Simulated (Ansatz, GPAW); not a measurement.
A GPAW input for a self-consistent single point of YN (Fm-3m, 2 atoms in the cell) (DFT LDA (Perdew-Wang 92), plane waves, GPAW PAW datasets LDA (gpaw-data 1.0.1)):

```python
from ase import Atoms
from ase.units import GPa
from gpaw import GPAW

atoms = Atoms(['Y', 'N'],
              cell=[[0.000000, 2.491696, 2.491696],
                    [2.491696, 0.000000, 2.491696],
                    [2.491696, 2.491696, 0.000000]],
              scaled_positions=[[0.000000, 0.000000, 0.000000],
                                [0.500000, 0.500000, 0.500000]],
              pbc=True)

calc = GPAW(mode={'name': 'pw', 'ecut': 950},
            xc='LDA',
            kpts={'size': (6, 6, 6), 'gamma': True},
            occupations={'name': 'methfessel-paxton', 'width': 0.272, 'order': 0},
            nbands=-10,
            symmetry={'symmorphic': False, 'tolerance': 0.0005},
            maxiter=120,
            txt='-')

atoms.calc = calc

energy = atoms.get_potential_energy()
print('Energy (eV):', round(energy, 6))
forces = atoms.get_forces()
print('Forces (eV/Ang):')
print(forces.round(5))
stress = atoms.get_stress()
print('Stress (GPa, Voigt):', (stress / GPa).round(4))
```

### Question
Translate this input to Ansatz (a first-principles code).

### Answer
This is the input that was run; spellings and numerical settings could be chosen otherwise.

Ansatz 0.2 input:
```yaml
# YN
crystal:
  lattice:
    - [0.000000, 2.491696, 2.491696]
    - [2.491696, 0.000000, 2.491696]
    - [2.491696, 2.491696, 0.000000]
  atoms:
    - { symbol: Y, position: [0.000000, 0.000000, 0.000000] }
    - { symbol: N, position: [0.500000, 0.500000, 0.500000] }
kpoints:
  mp_grid:
    grid: [6, 6, 6]
hamiltonian:
  xc: lda
  pseudopotentials:
    kind: paw
scf:
  occupations:
    method: gaussian
    width: 0.272
output:
  forces: true
  eigenvalues: true
  stress: true
```

Basis settings and potentials, where a program has them, do not carry over. This input uses DFT, LDA (PW92), plane waves, default PAW files made with PBE. LDA parametrisations can differ slightly between programs.

The starting cell comes from a database of computed structures (which also holds hypothetical and non-ambient phases and stackings), without a prior relaxation at this level. Its lattice was rescaled by a random factor within 2.5 % of one.
